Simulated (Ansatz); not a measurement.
Consider a periodic stack without vacuum, rock-salt ZrN (1 1 0) on zinc-blende InAs (1 1 0) (film strained to the substrate, started from cuts of the bulks and a machine-learned relaxation; slabs As6In6 and N12Zr12, which can lie off the formulas): substrate slab As6In6, film N12Zr12, surface cells [[0, -1], [1, -1]] and [[1, 0], [1, 2]], film strained by -4.8 and -4.8 %, outermost planes AsIn/AsIn and NZr/NZr as cut, which need not be the usual terminations and can put a slab off its formula. Its start:

```
InZr2AsN2
1.0
    4.37394     0.00000     0.08075
    4.37394     6.18568     0.06915
   -1.37334    -1.07488    25.06977
As In N Zr
6 6 12 12
Direct
  0.62203   0.33238   0.03988
  0.49508   0.84729   0.14783
  0.50089   0.35839   0.23615
  0.50004   0.87113   0.32507
  0.45146   0.42060   0.40506
  0.37926   0.97117   0.50959
  0.74131   0.09801   0.15005
  0.88187   0.58152   0.06563
  0.75622   0.11566   0.32327
  0.74948   0.61060   0.23630
  0.60236   0.24438   0.49766
  0.70507   0.66987   0.41750
  0.60270   0.26454   0.61110
  0.10369   0.76342   0.61247
  0.35621   0.02238   0.66691
  0.85791   0.52105   0.66795
  0.10559   0.78898   0.74236
  0.60722   0.28737   0.74218
  0.85952   0.54920   0.80795
  0.35812   0.05069   0.80818
  0.61143   0.31366   0.88361
  0.11200   0.81265   0.88236
  0.36268   0.07342   0.93790
  0.86244   0.57454   0.93854
  0.85486   0.02477   0.67215
  0.35535   0.52440   0.67229
  0.10821   0.25679   0.59983
  0.60572   0.75886   0.60116
  0.35877   0.55055   0.81057
  0.85844   0.05088   0.81058
  0.60668   0.78740   0.73986
  0.10703   0.28704   0.73961
  0.86270   0.07588   0.94933
  0.36570   0.57384   0.95069
  0.11031   0.31360   0.87823
  0.61117   0.81276   0.87822
```

The start was prepared with a machine-learned potential, and the result is one local minimum, with the in-plane cell held and forces under 0.04 eV/Å; the film can end far from its bulk form.

Calculation: PBE (plane waves to 420 eV, PAW; Ansatz, a first-principles code). Spin–orbit coupling is left out; the runs are not spin-polarised; PBE gaps are too small against experiment. Its k-point mesh 9×5×1, Fermi–Dirac width 0.05 eV.

Question: Predict the relaxed interface.

Answer: 
- interface area = 27.1 Å²
- period = 24.39 Å
- heights between the nearest atoms of the two slabs at the two interfaces = 2.22 and 2.22 Å
- As–Zr contacts across the interfaces within 1.22 times the sum of covalent radii = 4, mean 2.79 Å
- In–Zr contacts across the interfaces within 1.22 times the sum of covalent radii = 4, mean 3.23 Å
